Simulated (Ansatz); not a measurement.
## CdSe: pressure series

The reference is CdSe in the zinc blende structure (space group F-43m, No. 216; a = 6.1964 Å).

Cell and atoms are relaxed at each pressure.

The values are results of Ansatz (an electronic-structure program), PBE, PAW, cutoff 420 eV, without spin-orbit coupling, earlier PAW set, not measurements.

```tsv
change	lattice parameter a	band gap	electron mass
base	6.196 Å	0.49 eV	0.052 mₑ (at Γ)
pressure −2 GPa	[?]	0.39 eV	0.044 mₑ (at Γ)
pressure −1 GPa	6.246 Å	0.44 eV	0.048 mₑ (at Γ)
pressure 0.9 GPa	[?]	0.53 eV	0.055 mₑ (at Γ)
pressure 2.1 GPa	[?]	0.58 eV	0.058 mₑ (at Γ)
pressure 4.5 GPa	6.028 Å	0.66 eV	0.064 mₑ (at Γ)
pressure 9 GPa	5.907 Å	0.79 eV	0.072 mₑ (at Γ)
pressure 15 GPa	5.784 Å	0.91 eV	0.080 mₑ (at Γ)
pressure 22.5 GPa	5.666 Å	1.02 eV	0.086 mₑ (at Γ)
pressure 30 GPa	5.572 Å	1.10 eV	0.091 mₑ (at Γ)
```

What belongs in the blanks?


- pressure −2 GPa, lattice parameter a: 6.301 Å
- pressure 0.9 GPa, lattice parameter a: 6.157 Å
- pressure 2.1 GPa, lattice parameter a: 6.109 Å

Load acts through the strain it causes; cell and atoms are relaxed under it. Masses are band curvatures over ±0.01 Å⁻¹ around the edge. Stability against distortions was not tested. Tetrahedral semiconductors of this kind turn to denser phases somewhere between about 1 and 50 GPa; those were not computed, so compressed cells here can lie past the real transition.
